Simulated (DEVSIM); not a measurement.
Device: illuminated Si n-on-p cell, one wavelength, at 400 K.

Layer 1 from the left is Si, thickness (μm) 0.960, Nd (cm⁻³) 2.8e18, τn (s) 2.8e-5, τp (s) 4.5e-5, absorption coefficient (cm⁻¹) 13000. Layer 2 from the left is Si, thickness (μm) 92.0, Na (cm⁻³) 2.3e16, τn (s) 0.00025, τp (s) 0.00025, absorption coefficient (cm⁻¹) 13000.

Left contact: ohmic, minority hole recombination velocity 10000 cm/s. Right contact: ohmic, minority electron recombination velocity 400 cm/s. Voltage is applied to the left contact. Recombination: SRH at mid-gap, radiative, Auger. Light enters at the left, 3.3e17 photons cm⁻² s⁻¹, one pass, no reflection. Mobility is μmin + (μ − μmin)/(1 + (N/Nref)^α).

This is a model device: material constants are rounded textbook-type values typed into the input, and sizes, dopings and lifetimes were drawn at random. Values at 300 K; Nc and Nv go as T^1.5, mobilities as T to minus their exponent, the gap by Varshni's rule with the affinity fixed.

Si: gap (eV) 1.124, affinity (eV) 4.05, permittivity 11.7, Nc (cm⁻³) 2.86e19, Nv (cm⁻³) 3.1e19, μn (cm²/Vs) 1417, μp (cm²/Vs) 470, μn,min 52, μp,min 45, Nref,n 9.7e16, Nref,p 2.2e17, αn 0.68, αp 0.72, T exponent of μn 2.3, T exponent of μp 2.2, B (cm³/s) 4.7e-15, Cn (cm⁶/s) 2.8e-31, Cp (cm⁶/s) 9.9e-32, Varshni α (eV/K) 0.000473, Varshni β (K) 636.

Simulated with DEVSIM: 1D drift-diffusion, Boltzmann statistics, complete ionisation; no tunnelling, impact ionisation, image-force lowering or self-heating.

Dark forward current:

| |V| (V) | |J| (A/cm²) |
|---|---|
| 0.05 | 3.196e-7 |
| 0.10 | 1.669e-6 |
| 0.15 | 7.400e-6 |
| 0.20 | 3.179e-5 |
| 0.25 | 0.0001357 |
| 0.30 | 0.0005786 |
| 0.35 | 0.002466 |
| 0.40 | 0.01050 |
| 0.45 | 0.04453 |
| 0.50 | 0.1861 |
| 0.55 | 0.7513 |
| 0.60 | 2.879 |
| 0.65 | 10.23 |
| 0.70 | 32.60 |
| 0.75 | 90.03 |
| 0.80 | 211.3 |
| 0.85 | 423.3 |
| 0.90 | 740.2 |
| 0.95 | 1163 |
| 1.00 | 1685 |
| 1.05 | 2296 |

Work out the local ideality factor n = ΔV / (kT/q · ln(J2/J1)) between the rows 0.15 and 0.20 V, 1.00 and 1.05 V.

kT/q = 34.47 mV. From 0.15 to 0.20 V: ln(3.179e-5/7.400e-6) = 1.458, n = 1.00, near the 1 of diffusion or emission over a barrier. From 1.00 to 1.05 V: ln(2296/1685) = 0.309, n = 4.69.

What current could the absorbed light give at most, and what share is collected?

Σ αd = 121, so qΦ(1 − exp(−Σ αd)) = 52.9 mA/cm². The simulated short-circuit current is 46.54 mA/cm², a share of 0.88.

Estimate the open-circuit voltage by superposition: the voltage at which the dark current equals that short-circuit current.

Interpolating ln J in the table gives 0.452 V. The simulation gives 0.451 V, the same within the digits that matter. Superposition holds where collection doesn't change with voltage.

Estimate the fill factor from FF0 = (v − ln(v + 0.72))/(v + 1), v = qVoc/(nkT), with n from the dark curve.

The rows about Voc, 0.45 and 0.50 V, give n = 1.01, so v = 12.9 and FF0 = 0.740. The simulation gives 0.741, the same within the digits that matter.
